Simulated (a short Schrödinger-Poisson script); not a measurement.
Stack: MOS inversion layer, SiO2 on p-type Si(100), at 300 K.

From the gate side: 1 nm SiO2; 1600 nm Si, acceptors 6.9e16 cm⁻³.

The device is made up for the run: typed textbook-type constants, with dimensions and the other settings drawn at random. SiO2: permittivity 3.9, conduction-band edge (eV) 3.15, gap (eV) 9, electron mass (mₑ) 0.5. Si: permittivity 11.7, conduction-band edge (eV) 0, gap (eV) 1.124, Nv at 300 K (cm⁻³) 3.1e19.

Channel valleys (confinement mass, in-plane density-of-states mass, number): Δ2 0.916, 0.19, 2; Δ4 0.19, 0.417, 4. At the gate the conduction-band edge of layer 1 lies 3.34 eV − eVg above the Fermi level of the channel; the field vanishes at the back. Gaps are held at their typed values at every temperature. Mesh 0.03 nm at interfaces.

Solved with a short Schrödinger-Poisson script written for these runs: 1D Poisson equation in equilibrium, electrons quantum, Hartree (BenDaniel-Duke, 12 states a valley, the channel's in-plane mass for all, wave functions ending at the dielectric), parabolic valleys, classical holes, full ionisation, no traps, pinning or gate leakage.

| Vg (V) | electrons (cm⁻²) | C (μF/cm²) | Δ2 E0 (meV from the Fermi level) | Δ4 E0 (meV from the Fermi level) |
|---|---|---|---|---|
| 0.05 | 2.32e9 | 0.0975 | 222.3 | 252.2 |
| 0.1 | 1.39e10 | 0.157 | 175.3 | 205.9 |
| 0.15 | 7.26e10 | 0.416 | 131.6 | 163.4 |
| 0.2 | 2.59e11 | 0.905 | 96.8 | 131.0 |
| 0.25 | 6.01e11 | 1.33 | 72.4 | 110.2 |
| 0.3 | 1.06e12 | 1.60 | 55.0 | 96.8 |
| 0.35 | 1.58e12 | 1.79 | 41.5 | 87.5 |
| 0.4 | 2.17e12 | 1.93 | 30.6 | 80.7 |
| 0.45 | 2.78e12 | 2.04 | 21.4 | 75.5 |
| 0.5 | 3.43e12 | 2.12 | 13.3 | 71.2 |
| 0.55 | 4.10e12 | 2.18 | 6.1 | 67.7 |
| 0.6 | 4.79e12 | 2.24 | -0.5 | 64.7 |
| 0.65 | 5.50e12 | 2.28 | -6.6 | 62.0 |
| 0.7 | 6.21e12 | 2.32 | -12.3 | 59.7 |
| 0.75 | 6.94e12 | 2.35 | -17.7 | 57.5 |
| 0.8 | 7.68e12 | 2.38 | -22.9 | 55.6 |
| 0.85 | 8.43e12 | 2.40 | -27.8 | 53.7 |
| 0.9 | 9.18e12 | 2.43 | -32.6 | 52.0 |
| 0.95 | 9.94e12 | 2.45 | -37.3 | 50.4 |

Gate voltages with under 1e9 electrons/cm² are left out.

Problem. At Vg = 0.95 V the lowest Δ2 subband lies at -37.3 meV from the Fermi level. How many electrons does it hold, and what share of all?

Solution. The two-dimensional density of states is g m/(πħ²) = 1.59e11 cm⁻² meV⁻¹ (both spins), kT = 25.9 meV, so n = D kT ln(1 + exp(−E/kT)) = 6.79e12 cm⁻², 0.68 of the 9.94e12 cm⁻² in all.

Problem. Compare the slope of the sheet density between 0.85 and 0.95 V with the geometric capacitance of the layers between gate and channel.

Solution. q Δn/ΔV = 2.42 μF/cm²; ε0/Σ(t/ε) = 3.45 μF/cm². The ratio is 0.70: the channel acts as a further capacitance in series.
